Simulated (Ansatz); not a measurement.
## One base run on MnSi2 (P6/mmm, 3 atoms in the cell) and variants with one or two settings moved

```yaml
crystal:
  lattice:
    - [4.21408, 0.00000, 0.00000]
    - [-2.10704, 3.64950, 0.00000]
    - [0.00000, 0.00000, 4.56285]
  atoms:
    - { symbol: Mn, position: [0.00000, 0.00000, 0.00000], spin: 4.0 }
    - { symbol: Si, position: [0.33333, 0.66667, 0.50000] }
    - { symbol: Si, position: [0.66667, 0.33333, 0.50000] }
```
(The spins are starting values, not results.)

Base run A: PBE (Ansatz, a first-principles code), self-consistent single point.

Its settings: basis.ecutwfc = 420 eV; kpoints.mp_grid.grid = 7 7 6; hamiltonian.xc = pbe; hamiltonian.pseudopotentials = {kind: paw} (the program's default PAW files); magnetization.spin_polarized = true; scf.occupations.method = methfessel_paxton; scf.occupations.width = 0.1 eV.

The starting cell was generated: these elements placed on a structure prototype, without a prior relaxation; it need not be a known phase or ordering of this composition. With one magnetic atom in the cell only a parallel order is possible. In the base run, with a pressure of about -11 GPa the cell is away from its equilibrium volume at this level. Ansatz's pressure includes its estimate of the finite-basis (Pulay) stress.

ΔF is the free energy per atom less that of run A. A dash stands where there is no value to compare (another energy zero or no entropy term, no result, no spin, no clean gap, or a mesh too coarse for one). Absolute energies have different zeros for different potentials, functionals, Hubbard and dispersion terms and are not compared across them.

Runs E sample the zone with one or two k-points, far too few for so small a cell.

Run A gave: pressure (GPa) -10.98; size of the net moment (μB/atom) 1.51; k-points 32.

Runs:
- B: hamiltonian.xc: pbe → lda [LDA (PW92)]
- C: scf.convergence.dr2_threshold: default (1e-07 eV) → 1e-10 eV
- D: kpoints.mp_grid.grid: 7 7 6 → 9 9 7; scf.occupations.width: 0.1 eV → 0.3 eV
- E: kpoints.mp_grid.grid: 7 7 6 → 1 1 1
- F: scf.mixing.algorithm: default (the program chose MSR1) → msr1
- G: scf.mixing.preconditioner: default (the program chose Kerker) → resta; scf.mixing.eps_inf: default → 3
- H: scf.mixing.algorithm: default (the program chose MSR1) → broyden; scf.mixing.beta: default → 0.7

Q: What does run B change against A?

A: The pressure goes from -10.98 to -13.83 GPa and the size of the net moment stays at 1.51 μB/atom.

Q: What does run D change against A?

A: The free energy rises by 5.9 meV/atom, the pressure hardly changes (-10.98 to -11.02 GPa) and the size of the net moment goes from 1.51 to 1.45 μB/atom.

```tsv
run	ΔF (meV/atom)	pressure (GPa)	size of the net moment (μB/atom)	k-points
A	0.00	-10.98	1.51	32
B	–	-13.83	1.51	32
C	0.00	-10.98	1.51	32
D	5.9	-11.02	1.45	48
E	2525.0	10.03	2.34	1
F	0.00	-10.98	1.51	32
G	0.00	-10.98	1.51	32
H	0.00	-10.98	1.51	32
```

Keys are those of Ansatz 0.2.
